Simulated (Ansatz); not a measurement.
Take Os in the diamond structure (space group Fd-3m, No. 227; a hypothetical phase, not in the database extracts checked; relaxed with 0.1 eV smearing) as the base.

```
Os
1.0
    0.00000     2.75097     2.75097
    2.75097     0.00000     2.75097
    2.75097     2.75097     0.00000
Os
2
Direct
  0.25000   0.25000   0.25000
  0.00000   0.00000   0.00000
```

Cartesian axes are those of the cell as printed.

The values are results of Ansatz (a program for electronic structure) PBEsol, no spin-orbit coupling, not measurements.

For the base:

- Shortest interatomic distance = 2.382 Å

Modification: biaxial strain +3.19 %, plane normal [111], relaxed out of plane (Cartesian); in-plane vectors clamped, the third vector and the atoms free.

Q: What happens to the energy relative to the base, out-of-plane strain and shortest interatomic distance?

A: The energy falls by 17 meV/atom; the out-of-plane strain comes out as -8.54 %; the shortest interatomic distance falls by 0.0489 Å to 2.334 Å.

Whether these cells are dynamically stable was not tested. All final runs are without spin polarisation. Under biaxial strain +3.19 %, plane normal [111], relaxed out of plane the cell ends below the base's energy or with stress of the wrong sign: the atoms slid into a distortion or the cell is elastically unstable, so the base is not a stable minimum at this level.
